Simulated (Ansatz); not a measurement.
Data:

```xyz
2
Lattice="0.0000 1.9538 1.9538 1.9538 0.0000 1.9538 1.9538 1.9538 0.0000" Properties=species:S:1:pos:R:3 pbc="T T T"
Li     0.0000     0.0000     0.0000
F      1.9538     1.9538     1.9538
```

No spin polarisation.

All numbers come from plane-wave PAW DFT at the PBEsol level (Ansatz, a quantum-chemistry and plane-wave program, 420 eV), no SOC. Γ-centred 14×14×14 mesh, Fermi–Dirac width 0.05 eV.

Question: What is the computed width of the top valence band?

Answer: 1.16 eV.

Question: Estimate the electron mass.

Answer: 0.94 mₑ (at Γ).

The levels and masses belong to the bands next to the band gap. The cells carry an imposed strain or load. Masses are band curvatures over ±0.01 Å⁻¹ around the edge. Whether these cells are dynamically stable was not tested. The cell was made from LiF in the rock salt structure (space group Fm-3m, No. 225) by this change: isotropic strain −2.50 %.
